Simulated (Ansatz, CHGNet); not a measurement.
C axis length of white tin (β-Sn): levels of theory against measurement

Reference value: 3.181 Å (measured, 293 K, not corrected to a static lattice; as tabulated in Wikipedia's data pages).

| level (code) | value (Å) |
|---|---|
| CHGNet 0.3.0 (CHGNet) | 3.234 |
| LDA (Ansatz) | 3.126 |
| PBE (Ansatz) | 3.214 |
| PBEsol-D3(BJ) (Ansatz) | … |
| PBE0 (Ansatz) | 3.158 |

Task: Some entries are withheld; supply them.

Result: 
- PBEsol-D3(BJ) (Ansatz, an electronic-structure program), value (Å): 3.110

Differences against the reference: CHGNet 0.3.0 +1.67 %, LDA -1.73 %, PBE +1.04 %, PBEsol-D3(BJ) -2.23 %, PBE0 -0.72 %.

The reference is not for a static lattice or low temperature, so close values are not ranked against it. Off by more than 1.75 % (a bound picked here): PBEsol-D3(BJ) (-2.23 %).

The reference has no zero-point or thermal correction, while the calculations are for a static lattice, so the differences are not the levels' errors alone. A static lattice is as a rule a little smaller than the measured one.  Cutoffs and k meshes differ between the levels. Ansatz's density-functional and Hartree–Fock values are scalar-relativistic unless marked +SOC, with PAW data made under PBE.

Machine-learned potentials (CHGNet 0.3.0) are trained on DFT data, which may include these solids.

Differences are worked out from the printed values.
